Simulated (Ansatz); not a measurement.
Amorphous Hf$_{20}$Al$_{20}$O$_{70}$, 110 atoms at 6.60 g/cm³, one PBE-relaxed geometry, zone centre. Methods: PBE, scalar-relativistic without spin-orbit coupling (Ansatz, an electronic-structure program); r2SCAN, scalar-relativistic without spin-orbit coupling (Ansatz); HSE06, scalar-relativistic without spin-orbit coupling (Ansatz). Plane waves to 420 eV (r2SCAN 500 eV); exact exchange is cut at the cell's faces. At PBE the levels at the filled edge of the gap are localised (band-tail or defect states), and the nearest spread-out levels lie 4.0 eV apart at the zone centre. All rungs ran without spin polarisation.

The cell was made by melting and quenching with the CHGNet potential and then relaxed with DFT. O atoms were pushed apart under 1.9 Å during the dynamics, to hinder bonds among them. The hot cell started wider than the set density and was brought back towards it in steps. It is the lowest in DFT energy of 4 quenches. It is a model cell: composition and starting density were chosen by hand, and all elements were melted together. No dispersion term was used. Its density started from a set value of 6.72 and ended at 6.60 g/cm³. The simulated quench (nominally 600 K/ps over its main leg) is rapid and tends to freeze in more defects than a deposited or slowly cooled glass has. A cell of this size samples the disorder only roughly. Volume and shape were free in the relaxation.

The relaxation ran on the zone centre alone. At PBE the level gap is 3.74 eV on a 2×2×2 Γ-centred mesh, and the spacing at the zone centre alone 3.73 eV.

Problem. What zone-centre spacing does r2SCAN give, roughly?

Solution. 4.27 eV (+0.53 eV against PBE).

Problem. What zone-centre spacing does HSE06 give, roughly?

Solution. 5.33 eV (+1.60 eV against PBE).

The highest filled and the lowest empty state spread over these numbers of atoms (participation numbers): PBE: 8.3 and 25.3; r2SCAN: 8.2 and 18.1; HSE06: 9.4 and 26.3.
